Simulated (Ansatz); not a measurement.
## Hypothetical fluorite TaGe2: pressure series

Start from TaGe2 in the fluorite structure (space group Fm-3m, No. 225; a = 6.230 Å; a hypothetical phase, not in the database extracts checked).

Cell and atoms are relaxed at each pressure.

Computed with r2SCAN (Ansatz, a first-principles code), no spin-orbit coupling.

Notes on the quantities. enthalpy: H = E + PV relative to the base's energy.

| change | shortest interatomic distance | density | enthalpy |
|---|---|---|---|
| base | 2.698 Å | 8.96 g/cm³ | – |
| pressure −2 GPa | 2.715 Å | 8.79 g/cm³ | -0.25 eV/atom |
| pressure −1 GPa | 2.706 Å | 8.87 g/cm³ | -0.13 eV/atom |
| pressure 0.9 GPa | 2.690 Å | 9.03 g/cm³ | +0.11 eV/atom |
| pressure 2.1 GPa | 2.681 Å | 9.13 g/cm³ | +0.26 eV/atom |
| pressure 4.5 GPa | 2.663 Å | 9.31 g/cm³ | +0.55 eV/atom |
| pressure 9 GPa | 2.634 Å | 9.63 g/cm³ | +1.09 eV/atom |
| pressure 15 GPa | 2.601 Å | 10.00 g/cm³ | +1.78 eV/atom |
| pressure 22.5 GPa | 2.565 Å | 10.42 g/cm³ | +2.61 eV/atom |
| pressure 30 GPa | 2.534 Å | 10.81 g/cm³ | +3.40 eV/atom |

Load acts through the strain it causes; cell and atoms are relaxed under it. Stability against distortions was not tested. No other phases were tried under pressure. All final runs are without spin polarisation. An odd electron count without spin: TaGe2. TaGe2 has a high density of states at the Fermi level and may be magnetic at this level.
